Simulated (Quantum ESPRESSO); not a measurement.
## Parameter sweep on V3S (I-42m, 16 atoms in the cell)

```xyz
16
Lattice="4.7350 -4.7350 2.2945 4.7350 4.7350 2.2945 -4.7350 -4.7350 2.2945" Properties=species:S:1:pos:R:3 pbc="T T T"
V     -0.8826     0.8826     3.4417
V      0.8826     0.8826     1.1473
V     -3.8524     3.8524     1.1473
V     -0.8826    -0.8826     1.1473
V     -1.8940     1.8940     1.1473
V      1.8940     1.8940     3.4418
V     -2.8410     2.8410    -1.1473
V     -1.8940    -1.8940     3.4418
V      0.0000     3.3619     0.0000
V     -6.1082     0.0000     0.0000
V      0.0000     6.1082     0.0000
V     -3.3619     0.0000     0.0000
S      0.0000     2.6999     2.2945
S     -2.0351     4.7350     0.0000
S     -4.7350     2.0351     0.0000
S     -2.6999     0.0000     2.2945
```
Moments meant for the start (each program seeds them in its own way; μB, in the order of the atoms V V V V V V V V V V V V S S S S): 2.0 2.0 2.0 2.0 2.0 2.0 2.0 2.0 2.0 2.0 2.0 2.0 0.0 0.0 0.0 0.0.

Base run A: LDA (PZ), GBRV 1.5 ultrasoft (LDA) pseudopotentials run with Quantum ESPRESSO 7.5, self-consistent single point.

Its settings: ecutwfc = 50 Ry; ecutrho = 400 Ry; occupations = smearing; smearing = marzari-vanderbilt; degauss = 0.0073499 Ry; nspin = 2; potentials = {V: v_lda_v1.4.uspp.F.UPF, S: s_lda_v1.4.uspp.F.UPF}; K_POINTS = automatic 3 3 3 0 0 0; conv_thr = 1e-09 Ry; mixing_beta = 0.3.

The starting cell comes from a database of published, mostly measured structures (it also holds non-ambient and calculated ones), without a prior relaxation at this level. The starting moments vanished: the run ended non-magnetic, which need not be the lowest state. In the base run, with a pressure of about -15 GPa the cell is away from its equilibrium volume at this level. Without a gap this mesh is coarse (it stands for a supercell whose shortest vector is 14 Å).

ΔF is the free energy per atom less that of run A. 

Run A gave: pressure (GPa) -15.00; largest force (eV/Å) 0.881; TS (meV/atom) -0.1; k-points 6.

Runs:
- B: degauss, K_POINTS = 0.002205 Ry, automatic 2 2 2 0 0 0
- C: degauss, K_POINTS = 0.0073499 Ry, automatic 2 2 2 0 0 0
- D: degauss, K_POINTS = 0.02205 Ry, automatic 2 2 2 0 0 0
- E: degauss, K_POINTS = 0.002205 Ry, automatic 3 3 3 0 0 0
- F: degauss, K_POINTS = 0.02205 Ry, automatic 3 3 3 0 0 0

Question: What does run F change against A?

Answer: The free energy goes up by 2.9 meV/atom, the pressure stays near -15.02 GPa while the zz stress (positive for compression) goes from -16.71 to -16.40 GPa and the largest force goes from 0.881 to 0.846 eV/Å.

```tsv
run	ΔF (meV/atom)	pressure (GPa)	largest force (eV/Å)	TS (meV/atom)	k-points
A	0.00	-15.00	0.881	-0.1	6
B	-3.6	-14.86	0.819	-0.2	4
C	-3.3	-14.85	0.823	-0.2	4
D	1.71	-14.95	0.841	-12.1	4
E	-0.30	-15.01	0.871	-0.1	6
F	2.9	-15.02	0.846	-8.3	6
```
